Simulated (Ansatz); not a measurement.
Nb: response to strain

The parent structure is Nb in the bcc (W type) structure (space group Im-3m, No. 229; a = 3.304 Å; relaxed with 0.1 eV smearing). Axes: x, y, z lie along the cube axes.

Strains are applied to the cell and any free atomic positions relax.

Method: DFT with r2SCAN, PAW potentials and a 500 eV plane-wave cutoff in Ansatz (a program for electronic structure), without spin-orbit coupling.

Notes on the quantities. energy relative to the base: free energy F; pressure: mean of the normal stresses, compression positive.

```
variant                         energy relative to the base  volume per atom  pressure
------------------------------  ---------------------------  ---------------  --------
base                                             0 meV/atom         18.04 Å³   0.0 GPa
uniaxial strain ε_zz = −3.00 %                 +13 meV/atom         17.50 Å³   5.6 GPa
uniaxial strain ε_zz = −2.50 %                +9.1 meV/atom         17.59 Å³   4.6 GPa
uniaxial strain ε_zz = −2.00 %                +5.8 meV/atom         17.68 Å³   3.7 GPa
uniaxial strain ε_zz = −1.50 %                +3.2 meV/atom         17.77 Å³         …
uniaxial strain ε_zz = −1.00 %                +1.4 meV/atom         17.86 Å³   1.8 GPa
uniaxial strain ε_zz = −0.50 %                            …         17.95 Å³   0.9 GPa
```

Question: Some entries are withheld; estimate them.

Answer: 
- uniaxial strain ε_zz = −1.50 %, pressure: 2.7 GPa
- uniaxial strain ε_zz = −0.50 %, energy relative to the base: +0.4 meV/atom

No phonon test of stability was made. All final runs are without spin polarisation.
